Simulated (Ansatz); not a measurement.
The reference is a 15-atom supercell of WSi2 (space group I4/mmm, No. 139; a = 3.2026 Å, c = 7.8157 Å) at its relaxed geometry.

All numbers come from PBEsol (Ansatz, a first-principles code; PAW; 420 eV plane waves; scalar-relativistic without spin-orbit coupling).

Base values:

| Property | Result |
|---|---|
| Pressure | 0.0 GPa |

Perturbation: one W atom is added in an open site, starting 1.73 Å from the nearest host atom, atoms relaxed at fixed cell, starting from a slightly rattled geometry.

Question: What does the calculation give for the largest displacement of a host atom from its site in the perfect cell after the change?

Answer: The largest displacement of a host atom from its site in the perfect cell amounts to 1.53 Å.

Question: What does the calculation give for the pressure after the change?

Answer: The pressure goes from zero to 34.0 GPa.

Question: What happens to the final site of the added atom?

Answer: The final site of the added atom comes out as 6 Si at 2.27–3.08 Å and 4 W at 2.43–2.99 Å.

The cell is small, so the values are those of an ordered compound at a high defect concentration; dilute-limit values will differ. All final runs are without spin polarisation. The defect cell is not spin-polarised.
